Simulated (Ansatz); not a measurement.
Levels about the gap of amorphous In9Ga9Zn9O36 (63 atoms in a cell of 795 Å³, 5.90 g/cm³; zone centre alone, so wide bands show as single levels with stretches between that a denser mesh fills), at the geometry that PBE relaxed, where it gives -0.2 GPa on a denser mesh. Exact exchange is cut at the faces of this small cell, which leaves a finite-size error. The participation number counts the atoms over which a state spreads; weights are charges in smoothed Voronoi cells. The levels come from a single point, so bond lengths are those of that geometry. Method of the levels: HSE06, scalar-relativistic without spin-orbit coupling (Ansatz, a first-principles code). Sampling: the zone centre alone; Fermi-Dirac width 0.02 eV; no spin polarisation. At PBE the levels at the filled edge of the gap are localised (band-tail or defect states).

It comes from a melt-quench run on a machine-learned potential (CHGNet), relaxed afterwards by DFT. O atoms were pushed apart under 1.9 Å during the dynamics, to hinder bonds among them. The hot cell started wider than the set density and was brought back towards it in steps. It is the lowest in DFT energy of 2 quenches. It is a model cell: composition and starting density were chosen by hand, and all elements were melted together. No dispersion term was used. Its density started from a set value of 5.90 and ended at 5.90 g/cm³. The quench (nominally 260 K/ps over its main leg) was far faster than any real one, so the model tends to hold more defects than a real film. One small periodic cell is one sample of the glass; other quenches scatter about these values. The volume was held where the preparation left it, at a PBE pressure of -0.2 GPa (tension). Stress components on the final sampling reach 2.3 GPa.

```
E - E(highest filled), eV  filling  participation number        largest on  weight O  weight In  weight Ga  weight Zn
-------------------------  -------  --------------------  ----------------  --------  ---------  ---------  ---------
-0.45                       filled                  17.0   O, 4 neighbours      0.86       0.02       0.02       0.10
-0.40                       filled                  22.7   O, 3 neighbours      0.87       0.03       0.01       0.09
-0.27                       filled                  14.3   O, 3 neighbours      0.87       0.03       0.01       0.09
-0.24                       filled                  12.7   O, 3 neighbours      0.91       0.03       0.01       0.05
-0.16                       filled                   9.3   O, 3 neighbours      0.90       0.03       0.01       0.06
-0.11                       filled                   6.7   O, 3 neighbours      0.86       0.02       0.01       0.11
0.00                        filled                   8.2   O, 4 neighbours      0.85       0.01       0.01       0.12
2.26                         empty                  56.7  In, 5 neighbours      0.50       0.24       0.13       0.13
5.26                         empty                  28.1  In, 6 neighbours      0.55       0.33       0.04       0.07
5.34                         empty                  34.8  In, 6 neighbours      0.57       0.28       0.08       0.07
5.45                         empty                  18.1  In, 5 neighbours      0.55       0.32       0.07       0.06
5.57                         empty                  36.2  In, 6 neighbours      0.57       0.28       0.09       0.06
5.65                         empty                  46.4  Ga, 6 neighbours      0.56       0.24       0.11       0.09
5.87                         empty                  45.3  In, 5 neighbours      0.58       0.20       0.13       0.08
```

Most localised among these is the filled level at -0.11 eV, on a O atom, which has 3 neighbours (Zn 1.98 Å, In 2.06 Å, In 2.10 Å).
